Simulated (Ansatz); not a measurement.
Partial pair distribution functions of a relaxed model of amorphous B18Li24O39, broadened by 0.06 Å; density 1.94 g/cm³. All values below come from PBE, scalar-relativistic without spin-orbit coupling (plane waves to 420 eV, PAW; Ansatz, a first-principles code).

It comes from a melt-quench run on a machine-learned potential (CHGNet), relaxed afterwards by DFT. O atoms were pushed apart under 1.9 Å during the dynamics, to hinder bonds among them. The hot cell started wider than the set density and was brought back towards it in steps. It is the lowest in DFT energy of 2 quenches. It is a model cell: composition and starting density were chosen by hand, and all elements were melted together. No dispersion term was used. Its density started from a set value of 1.96 and ended at 1.94 g/cm³. The simulated quench (nominally 260 K/ps over its main leg) is rapid and tends to freeze in more defects than a deposited or slowly cooled glass has. Values belong to this one cell and scatter from quench to quench. Volume and shape were free in the relaxation.

```json
[
 {"r (Å)": "1.10", "g Li-O": "0.00", "g B-O": "0.00", "g B-B": "0.00", "g Li-Li": "0.00"},
 {"r (Å)": "1.20", "g Li-O": "0.00", "g B-O": "0.57", "g B-B": "0.00", "g Li-Li": "0.00"},
 {"r (Å)": "1.30", "g Li-O": "0.00", "g B-O": "7.87", "g B-B": "0.00", "g Li-Li": "0.00"},
 {"r (Å)": "1.40", "g Li-O": "0.00", "g B-O": "13.98", "g B-B": "0.00", "g Li-Li": "0.00"},
 {"r (Å)": "1.50", "g Li-O": "0.00", "g B-O": "4.55", "g B-B": "0.00", "g Li-Li": "0.00"},
 {"r (Å)": "1.60", "g Li-O": "0.00", "g B-O": "0.30", "g B-B": "0.00", "g Li-Li": "0.00"},
 {"r (Å)": "1.70", "g Li-O": "0.09", "g B-O": "0.00", "g B-B": "0.00", "g Li-Li": "0.00"},
 {"r (Å)": "1.80", "g Li-O": "1.22", "g B-O": "0.00", "g B-B": "0.00", "g Li-Li": "0.00"},
 {"r (Å)": "1.90", "g Li-O": "4.22", "g B-O": "0.00", "g B-B": "0.00", "g Li-Li": "0.00"},
 {"r (Å)": "2.00", "g Li-O": "5.26", "g B-O": "0.00", "g B-B": "0.00", "g Li-Li": "0.00"},
 {"r (Å)": "2.10", "g Li-O": "3.23", "g B-O": "0.00", "g B-B": "0.00", "g Li-Li": "0.00"},
 {"r (Å)": "2.20", "g Li-O": "1.44", "g B-O": "0.00", "g B-B": "0.00", "g Li-Li": "0.05"},
 {"r (Å)": "2.30", "g Li-O": "0.59", "g B-O": "0.03", "g B-B": "0.12", "g Li-Li": "0.37"},
 {"r (Å)": "2.40", "g Li-O": "0.31", "g B-O": "0.12", "g B-B": "1.84", "g Li-Li": "0.45"},
 {"r (Å)": "2.50", "g Li-O": "0.23", "g B-O": "0.11", "g B-B": "4.22", "g Li-Li": "0.86"},
 {"r (Å)": "2.60", "g Li-O": "0.18", "g B-O": "0.07", "g B-B": "3.14", "g Li-Li": "0.90"},
 {"r (Å)": "2.70", "g Li-O": "0.27", "g B-O": "0.17", "g B-B": "0.95", "g Li-Li": "1.50"},
 {"r (Å)": "2.80", "g Li-O": "0.34", "g B-O": "0.44", "g B-B": "0.05", "g Li-Li": "2.60"},
 {"r (Å)": "2.90", "g Li-O": "0.31", "g B-O": "0.81", "g B-B": "0.03", "g Li-Li": "2.30"},
 {"r (Å)": "3.00", "g Li-O": "0.51", "g B-O": "0.90", "g B-B": "0.46", "g Li-Li": "1.81"},
 {"r (Å)": "3.10", "g Li-O": "0.62", "g B-O": "1.03", "g B-B": "0.86", "g Li-Li": "1.72"},
 {"r (Å)": "3.20", "g Li-O": "0.97", "g B-O": "0.98", "g B-B": "0.77", "g Li-Li": "1.32"},
 {"r (Å)": "3.30", "g Li-O": "0.94", "g B-O": "0.98", "g B-B": "0.50", "g Li-Li": "1.40"},
 {"r (Å)": "3.40", "g Li-O": "0.85", "g B-O": "0.90", "g B-B": "0.56", "g Li-Li": "0.74"},
 {"r (Å)": "3.50", "g Li-O": "1.11", "g B-O": "0.98", "g B-B": "0.95", "g Li-Li": "0.67"},
 {"r (Å)": "3.60", "g Li-O": "1.38", "g B-O": "1.63", "g B-B": "0.72", "g Li-Li": "0.75"},
 {"r (Å)": "3.70", "g Li-O": "1.27", "g B-O": "1.90", "g B-B": "0.57", "g Li-Li": "0.97"},
 {"r (Å)": "3.80", "g Li-O": "1.29", "g B-O": "1.42", "g B-B": "0.48", "g Li-Li": "0.83"},
 {"r (Å)": "3.90", "g Li-O": "1.33", "g B-O": "1.18", "g B-B": "0.37", "g Li-Li": "0.58"},
 {"r (Å)": "4.00", "g Li-O": "1.45", "g B-O": "1.19", "g B-B": "0.50", "g Li-Li": "0.67"},
 {"r (Å)": "4.10", "g Li-O": "1.30", "g B-O": "1.42", "g B-B": "0.60", "g Li-Li": "0.76"},
 {"r (Å)": "4.20", "g Li-O": "1.07", "g B-O": "1.39", "g B-B": "1.01", "g Li-Li": "0.96"},
 {"r (Å)": "4.30", "g Li-O": "0.95", "g B-O": "1.17", "g B-B": "1.80", "g Li-Li": "0.71"},
 {"r (Å)": "4.40", "g Li-O": "0.95", "g B-O": "1.06", "g B-B": "1.99", "g Li-Li": "0.70"},
 {"r (Å)": "4.50", "g Li-O": "0.98", "g B-O": "1.10", "g B-B": "0.98", "g Li-Li": "0.72"},
 {"r (Å)": "4.60", "g Li-O": "1.08", "g B-O": "1.08", "g B-B": "1.41", "g Li-Li": "0.70"}
]
```

Within 2.52 Å each Li has 3.96 O neighbours on average.
